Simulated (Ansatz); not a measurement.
PbO: stress against strain

PbO (litharge, P4/nmm, 20.318 Å³/atom at rest, c along z) under an equal strain ε in the (001) plane with the normal axis free, as in a coherent film. PBE-D3(BJ) in Ansatz, a plane-wave DFT program (PAW, default set), 420 eV, 8×8×7 Γ-centred mesh, Fermi-Dirac smearing 0.05 eV; ions are relaxed within the symmetry of each cell. Stress is positive for a compressed cell.

Here s stands for strain and y for stress xx.

```
strain (%)  stress xx (GPa)
----------  ---------------
-3.00                     ?
-1.20                  1.35
-0.60                  0.67
0.00                   0.01
0.60                  -0.62
1.20                  -1.21
```

Q: Fit y against s with a straight line, and predict the withheld value at s = -3.00.

A: Means: s 0, y 0.040. About the means, the sum of products is -3.8460 and the sum of squares of s is 3.6000; the slope is their ratio. Least squares gives y = 0.040 - 1.0683·s. Residuals (row less fit): 0.028, -0.011, -0.030, -0.019, 0.032; standard error 0.033 (degrees of freedom: 3). The slope gives the biaxial elastic modulus of this plane = 107 ± 1.7 GPa. At the withheld row, y = 0.040 - 1.0683 × (-3.0) = 3.245 GPa. The calculation gives 3.63 GPa, 0.385 GPa above the prediction (8.0 % of the range of y in the table). The row lies outside the fitted rows, so this is an extrapolation. From the scatter of the fitted rows alone, a prediction at this place has a standard error of 0.063 GPa, so the miss is 6.1 times that.

One order more, fitted to all 11 runs of the series, follows each within 0.01, so the miss is the next term of a smooth law. Rows are the converged runs of the series near zero and its far end; series whose fitted rows scatter by over a few per cent of the range, as at a crossing or softening among them, aren't shown in this form. Most that stay on the fit to the last digits aren't either.
